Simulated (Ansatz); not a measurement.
The parent structure is NbN in the rock salt structure (space group Fm-3m, No. 225; a = 4.3801 Å).

Level of theory: PBEsol/PAW in Ansatz (a first-principles code), without spin-orbit coupling.

```
level   lattice parameter a
------  -------------------
PBEsol              4.380 Å
```

Measured: lattice parameter a 4.391 Å (temperature not stated; as listed in John G. Wright, Huili Grace Xing, Debdeep Jena, Physical Review Materials (2023)).

Computed minus measured — lattice parameter a: PBEsol -0.2 %. Measured values not marked as corrected hold thermal and zero-point effects that the static-lattice runs lack.

Stability against distortions was not tested. All final runs are without spin polarisation.
